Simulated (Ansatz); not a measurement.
## Effect of Ti interstitial (started 1.86 Å from the nearest host atom), symmetric start on Ti3Al

The reference is an 8-atom supercell of Ti₃Al (space group P6_3/mmc, No. 194; a = 5.747 Å, c = 4.632 Å) at its relaxed geometry.

Perturbation: one Ti atom is added in an open site, starting 1.86 Å from the nearest host atom, atoms relaxed at fixed cell.

Method: Ansatz (an electronic-structure program), r2SCAN, PAW, cutoff 500 eV, no spin-orbit coupling, earlier PAW set. k-mesh 10×10×10 (Γ-centred); smearing 0.05 eV (Fermi–Dirac).

```json
{
  "pressure": "19.5 GPa (base 0.0 GPa)",
  "largest_displacement_of_a_host_atom_from_its_site_in_the_perfect_cell": "0.28 Å",
  "final_site_of_the_added_atom": "9 Ti at 1.98–2.88 Å and 3 Al at 3.32 Å"
}
```

In so small a cell the defect repeats every few ångströms: this is an ordered compound, not a dilute defect. The defect started on the symmetric site and kept its symmetry, so it may sit on a saddle. All final runs are without spin polarisation. The defect cell is not spin-polarised.
